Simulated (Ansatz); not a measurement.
System: Si-vacancy pair (Si on one host W site, one W site vacant) in bcc W (neutral cell). Method: PBE, PAW (plane waves to 420 eV; Ansatz, a quantum-chemistry and plane-wave program).

36-site cell at the relaxed PBE lattice, a 2×2×3 k-point mesh shifted by half a step, smearing 0.10 eV, spin-restricted, no finite-size correction. No zero-point or tunnelling terms. Spin-orbit coupling is left out. Forms of the defect that were not tried may lie lower.

Barriers: single points on a 3×3×5 k-point mesh shifted by half a step at the bands' geometries (they differ from the bands' own by up to 0.12 eV, and are uncertain by about as much).

A. direct exchange of Si with the vacancy (Si-vacancy distance between ideal sites 2.76 Å throughout); the atom moves 2.39 Å along (0.43, 0.43, 0.43) of the unit cell; the moving atom starts with neighbours 3 W at 2.72, 3 W at 2.81, W at 2.90, 3 W at 3.04, 2 W at 3.28, W at 3.33 Å and ends with 3 W at 2.72, 3 W at 2.81, W at 2.90, 3 W at 3.04, 2 W at 3.28, W at 3.33 Å; saddle order not checked, on a symmetry element.
B. a nearby W atom hops onto the vacant site (Si-vacancy distance between ideal sites 2.76 → 3.18 Å); the atom moves 2.70 Å along (0.49, 0.49, -0.48) of the unit cell; the moving atom starts with neighbours Si at 3.04, Si at 3.33; 3 W at 2.74, W at 2.76, 3 W at 2.77, 2 W at 3.15, 2 W at 3.19 Å and ends with Si at 2.75; 2 W at 2.73, 2 W at 2.75, W at 2.76, W at 2.77, 3 W at 3.15, 2 W at 3.20, W at 3.22 Å; saddle order not checked, on a symmetry element.

A band can be held on a symmetry element, so unchecked saddle points there may be too high.

**Question.** Order them by forward barrier (lowest first) at the level PBE, PAW.

**Answer.** A (0.29 eV), B (1.65 eV)
